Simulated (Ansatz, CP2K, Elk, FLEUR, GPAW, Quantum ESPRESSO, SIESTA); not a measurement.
## One structure in several programs: La (P6_3/mmc, 4 atoms in the cell)

Self-consistent single point, at a second geometry (lattice scaled by 0.98). First geometry:

```
CELL_PARAMETERS angstrom
      1.88500    -3.26492     0.00000
      1.88500     3.26492     0.00000
      0.00000     0.00000    12.16000
ATOMIC_POSITIONS crystal
  La 0.00000 0.00000 0.50000
  La 0.00000 0.00000 0.00000
  La 0.33333 0.66667 0.25000
  La 0.66667 0.33333 0.75000
```

Shared settings, as Ansatz (a first-principles code) writes them: kpoints.mp_grid.grid = 7 7 2; scf.occupations.method = fermi_dirac; scf.occupations.width = 0.0073 Ry. Potentials and cutoffs stand in the table.

```
code                                                                                                                                model  ΔF from the first geometry (meV/atom)  pressure (GPa)           cutoff
----------------  -----------------------------------------------------------------------------------------------------------------------  -------------------------------------  --------------  ---------------
GPAW                                                                                         PBE, GPAW PAW datasets PBE (gpaw-data 1.0.1)                                    9.7            1.58           850 eV
Ansatz                                                                                                             PBE, default PAW files                                    7.9            1.44          default
Elk                                        PBE, all-electron FP-LAPW, Elk's shipped species files, APW+lo basis with extra local orbitals                                   10.6               –       rgkmax 7.5
CP2K                                                              PBE, GPW, DZVP-MOLOPT-SR-GTH basis, GTH-PBE potentials (GTH_POTENTIALS)                                   30.9            3.28      grid 500 Ry
Quantum ESPRESSO                                                                           PBE, GBRV 1.5 ultrasoft (PBE) pseudopotentials                                   10.7            1.68            40 Ry
SIESTA            GGA PBE, numerical atomic orbitals DZP, PseudoDojo PBE standard norm-conserving potentials (rewritten from UPF to PSML)                                   44.2            4.51      grid 300 Ry
FLEUR                                                                        PBE, all-electron FLAPW (FLEUR), scalar-relativistic valence                                    9.8               –  Kmax 3.8 1/bohr
```

A dash marks a value that a program does not give, or that is left out as unsure.

The spread over the programs that give each value: ΔF from the first geometry within 36.3 meV/atom; pressure within 3.07 GPa.

CP2K and SIESTA use small atom-centred bases, whose incompleteness enters pressures, forces and empty levels differently from a plane-wave cutoff. Elk and FLEUR treat all electrons, but the usual bases taken here (sphere radii, linearisation, local orbitals, empty states) were not tested for convergence, so the values are no reference for the others. Ansatz's pressure is given at a fixed set of plane waves, as the other plane-wave codes print theirs. In the pressure, CP2K (by 1.70) and SIESTA (by 2.93) lie more than 1 GPa from the median of the plane-wave programs.

The starting cell has typed, rounded lattice constants, without a prior relaxation at this level. For this run, on top of that: lattice scaled by 0.98.

Keys are those of Ansatz 0.2.
